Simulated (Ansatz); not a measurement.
**Cu under a change: x(Au) = 0.25, 4 atoms, C2/m**

The reference is Cu in the fcc (Cu type) structure (space group Fm-3m, No. 225; a = 3.564 Å).

The other end (x = 1) is Au in the fcc (Cu type) structure (space group Fm-3m, No. 225): 17.02 Å³/atom, gap zero.

One thing is altered: a fraction x = 0.25 of the Cu sites is given to Au, ordered in a cell of 4 atoms (starting symmetry C2/m) and fully relaxed.

Method: PBEsol (Ansatz, an electronic-structure program; PAW; 420 eV plane waves; spin-orbit coupling left out). k-mesh 18×18×11 (Γ-centred); smearing 0.05 eV (Fermi–Dirac), for the changed cell.

- Volume per atom: 12.91 Å³ (base 11.32 Å³)
- Density: 12.46 g/cm³ (base 9.33 g/cm³)
- Band gap: zero (base zero)
- Mixing energy: 0.00 eV/atom (to 0.01 eV only: unlike meshes or grids)
- Deviation of the volume from the linear (Vegard-type) interpolation: +1.3 %

Final structure:

```xyz
4
Lattice="4.3149 -1.3470 0.0000 4.3149 1.3470 0.0000 -0.8826 0.0000 4.4421" Properties=species:S:1:pos:R:3 pbc="T T T"
Au     0.0000     0.0000     0.0000
Cu     3.8736     0.0000     2.2210
Cu     6.2783     0.0000     1.1772
Cu     1.4689     0.0000     3.2648
```

Each cell is one ordered arrangement of few atoms, which overstates ordering effects compared with a random alloy. Whether these cells are dynamically stable was not tested. The final runs are not spin-polarised.
